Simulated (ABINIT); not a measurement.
ABINIT run on MgAu (Pm-3m, 2 atoms in the cell): self-consistent single point.

Computed with LDA (PW92), norm-conserving pseudopotentials (PseudoDojo nc-sr-04 LDA standard) (plane waves; ABINIT).

```xyz
2
Lattice="3.2385 0.0000 0.0000 0.0000 3.2385 0.0000 0.0000 0.0000 3.2385" Properties=species:S:1:pos:R:3 pbc="T T T"
Mg     1.6193     1.6193     1.6193
Au     0.0000     0.0000     0.0000
```

Reference input (self-consistent single point, DFT, PBEsol, plane waves, norm-conserving pseudopotentials (PseudoDojo nc-sr-04 PBEsol standard)): pseudos = [Mg.upf, Au.upf]; ecut = 84 Ry; ixc = -116133; occopt = 7; tsmear = 0.00367493 Ha; ngkpt = 7 7 7; nshiftk = 1; shiftk = 0 0 0; potentials = PseudoDojo nc-sr-04 PBEsol standard; nband = 21; kptopt = 1; nstep = 100. This run's input differs from it in these lines:

```diff
@@ -1,2 +1,2 @@
-# MgAu, PseudoDojo nc-sr-04 PBEsol standard
+# MgAu, PseudoDojo nc-sr-04 LDA standard
 pp_dirpath "./"
@@ -16,3 +16,3 @@
 ecut 84 Ry
-ixc -116133
+ixc 7
 occopt 7
```

Its files differ too (potentials: PseudoDojo nc-sr-04 PBEsol standard → PseudoDojo nc-sr-04 LDA standard).

The program printed (abridged):

```
--- !BeginCycle
solver: {iscf: 7, nstep: 100, nline: 4, wfoptalg: 0, }
tolerances: {tolvrs: 1.00E-12, }
...

     iter   Etot(hartree)      deltaE(h)  residm     vres2
 ETOT  1  -206.77065474774    -2.068E+02 8.053E-02 1.805E+02
 ETOT  2  -206.83693030216    -6.628E-02 1.890E-02 1.934E+02
 ETOT  3  -206.88080249802    -4.387E-02 5.274E-03 2.732E-01
 ETOT  4  -206.88083661034    -3.411E-05 1.007E-03 2.782E-02
 ETOT  5  -206.88084046191    -3.852E-06 7.317E-04 3.851E-05
 ETOT  6  -206.88084046680    -4.888E-09 5.616E-04 2.495E-06
 ETOT  7  -206.88084046712    -3.263E-10 2.551E-04 3.663E-08
 ETOT  8  -206.88084046713    -8.271E-12 2.071E-04 3.482E-09
 ETOT  9  -206.88084046714    -3.325E-12 7.629E-05 2.014E-11
 ETOT 10  -206.88084046714    -5.514E-12 6.451E-05 5.997E-13
 At SCF step   10       vres2   =  6.00E-13 < tolvrs=  1.00E-12 =>converged.

 Cartesian components of stress tensor (hartree/bohr^3)
  sigma(1 1)=  7.70551637E-05  sigma(3 2)=  0.00000000E+00
  sigma(2 2)=  7.70551637E-05  sigma(3 1)=  0.00000000E+00
  sigma(3 3)=  7.70551637E-05  sigma(2 1)=  0.00000000E+00

 ----iterations are completed or convergence reached----

 reduced coordinates (array xred) for    2 atoms
       0.500000000000      0.500000000000      0.500000000000
       0.000000000000      0.000000000000      0.000000000000
 cartesian forces (eV/Angstrom) at end:
    1     -0.00000000000000    -0.00000000000000    -0.00000000000000
    2     -0.00000000000000    -0.00000000000000    -0.00000000000000
 frms,max,avg= 0.0000000E+00 0.0000000E+00   0.000E+00  0.000E+00  0.000E+00 e/A
   [... lines left out ...]
 Fermi (or HOMO) energy (eV) =   9.54425   Average Vxc (eV)= -12.06096
   [... lines left out ...]
total_energy        : -2.06880840467141E+02
total_energy_eV     : -5.62951396323078E+03
band_energy         : -2.75749640403819E+01
...

-Cartesian components of stress tensor (GPa)         [Pressure= -2.2670E+00 GPa]
- sigma(1 1)=  2.26704080E+00  sigma(3 2)=  0.00000000E+00
- sigma(2 2)=  2.26704080E+00  sigma(3 1)=  0.00000000E+00
- sigma(3 3)=  2.26704080E+00  sigma(2 1)=  0.00000000E+00

 Calculation completed.
```

The run converged in 10 iterations. Against the reference run the pressure goes from 1.22 to -2.27 GPa.

The starting cell comes from a database of computed structures (which also holds hypothetical and non-ambient phases and stackings), without a prior relaxation at this level. Its lattice was rescaled by a random factor within 2.5 % of one.
